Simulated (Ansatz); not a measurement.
## ZrN under a change: uniaxial strain ε_xx = −5.89 %

Take ZrN in the rock salt structure (space group Fm-3m, No. 225; a = 4.5525 Å; relaxed with 0.1 eV smearing) as the base. Axes: x, y, z lie along the cube axes.

One thing is altered: the cell is compressed by 5.89 % along x with no lateral relaxation; the atoms relax in the strained cell.

Level of theory: PBEsol (Ansatz, a quantum-chemistry and plane-wave program; PAW; 420 eV plane waves; no spin-orbit coupling). k-mesh 22×22×22 (Γ-centred); smearing 0.1 eV (Fermi–Dirac).

```csv
quantity,base,changed,shift
volume per atom,11.79 Å³,11.10 Å³,-0.69 Å³
space group,Fm-3m (No. 225),I4/mmm (No. 139),–
shortest interatomic distance,4.302 bohr,4.048 bohr,-0.2534 bohr
energy relative to the base (free energy F),0 meV/atom,+95 meV/atom,+95 meV/atom
"pressure (mean of the normal stresses, compression positive)",0.0 GPa,21.3 GPa,+21.3 GPa
band gap,zero,zero,–
"stress (xx, yy, zz, yz, xz, xy; compression positive)",–,"(48.9, 7.5, 7.5, 0.0, 0.0, 0.0) GPa",–
```

Stability against distortions was not tested. The final runs are not spin-polarised. An odd electron count without spin: ZrN.
